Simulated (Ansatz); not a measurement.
Worked example: self-consistent single point of HfAu (P4mm, 4 atoms in the cell) in Ansatz (a first-principles code).

Computed with LDA (PW92), default PAW files made with PBE (plane waves; Ansatz).

```xyz
4
Lattice="3.4664 0.0000 0.0000 0.0000 3.4664 0.0000 0.0000 0.0000 6.2889" Properties=species:S:1:pos:R:3 pbc="T T T"
Hf     0.0000     1.7332     5.4055
Hf     1.7332     0.0000     0.9334
Au     0.0000     1.7332     2.3359
Au     1.7332     0.0000     3.9530
```

Reference input (self-consistent single point, DFT, LDA (PW92), plane waves, default PAW files made with PBE): basis.ecutwfc = 420 eV; kpoints.mp_grid.grid = 8 8 4; hamiltonian.xc = lda; hamiltonian.pseudopotentials = {kind: paw} (the program's default PAW files); scf.occupations.method = fermi_dirac; scf.occupations.width = 0.1 eV. This run's input differs from it in these lines:

Ansatz 0.2 input:
```diff
@@ -11,3 +11,3 @@
 basis:
-  ecutwfc: 420.0 eV
+  ecutwfc: 230.0 eV
 kpoints:
```

Output, abridged:

```
SCF iter   1: F=—  HF=-56677.380705 eV  |F-HF|=—  |Δ(HF+E_count)|=         —  Δρ=5.03e-2  dr2=1.21e0  ethr=1.77e-3  ⟨swp⟩=4.5  Hψ=6922  notcnv=0
all-band conjugate gradients solve this SCF's bands
preconditioner: auto → Kerker (q_TF=auto, 2.809 Å⁻¹)
SCF iter   2: F=—  HF=-56675.949936 eV  |F-HF|=—  |Δ(HF+E_count)|=    1.43e0  Δρ=1.94e-2  dr2=1.48e-1  ethr=1.35e-3  ⟨swp⟩=2.0  Hψ=5139  notcnv=0  defer=36
   [... lines left out ...]
SCF iter   6: F=—  HF=-56675.786846 eV  |F-HF|=—  |Δ(HF+E_count)|=   5.18e-5  Δρ=1.19e-4  dr2=1.93e-5  ethr=1.27e-7  ⟨swp⟩=2.0  Hψ=3606  notcnv=0  defer=36
SCF iter   7: F=—  HF=-56675.786865 eV  |F-HF|=—  |Δ(HF+E_count)|=   1.89e-5  Δρ=3.30e-5  dr2=3.20e-6  ethr=2.14e-8  ⟨swp⟩=2.0  Hψ=3877  notcnv=0  defer=35
SCF iter   8: F=—  HF=-56675.786864 eV  |F-HF|=—  |Δ(HF+E_count)|=   5.39e-7  Δρ=8.11e-6  dr2=1.74e-7  ethr=3.56e-9  ⟨swp⟩=2.0  Hψ=2671  notcnv=0  defer=35
SCF iter   9: F=-56675.786864 eV  HF=-56675.786864 eV  |F-HF|=2.58e-9  |Δ(HF+E_count)|=   3.97e-8  Δρ=2.58e-6  dr2=4.40e-9  ethr=1.11e-10  ⟨swp⟩=6.4  Hψ=7449  notcnv=0
SCF 1 converged in 9 iterations: F = -56675.786864 eV  dr2 = 4.40e-9
Free energy (F): -56675.786864 eV
Internal energy: -56675.718886 eV  (E = F + TS)
E sigma→0 (E₀):  -56675.752875 eV
Entropy (-TS):   -0.067978 eV (-16.995 meV/atom)
Fermi energy:    20.931915 eV
--- Forces (eV/Å), atoms counted from 1 ---
  atom   1  Hf    -0.00000000    -0.00000000    -0.33039425
  atom   2  Hf     0.00000000     0.00000000     0.05000621
  atom   3  Au    -0.00000000     0.00000000    -0.20046804
  atom   4  Au     0.00000000    -0.00000000     0.48045446
--- Stress (GPa, compression-positive) ---
       -3.359212       0.000000      -0.000000
        0.000000      -3.359212       0.000000
       -0.000000       0.000000      -3.406676
  P = ⅓ Tr σ = -3.3750 GPa (-33.750 kbar)
  The stress holds the Pulay correction. Without it, at fixed plane waves, as pw.x and ABINIT print it: P = -130.7498 GPa
```

The run converged in 9 iterations. Against the reference run the free energy goes up by 2.54 eV/atom, the pressure goes from -4.94 to -3.38 GPa and the largest force goes from 0.571 to 0.480 eV/Å.

The starting cell comes from a database of computed structures (which also holds hypothetical and non-ambient phases and stackings), without a prior relaxation at this level. Its lattice was rescaled by up to half a per cent. One atom was moved a little off its site on purpose. Ansatz's pressure includes its estimate of the finite-basis (Pulay) stress. Without the estimate this run gives -130.75 GPa. The cutoff lies below the one recommended for these files.
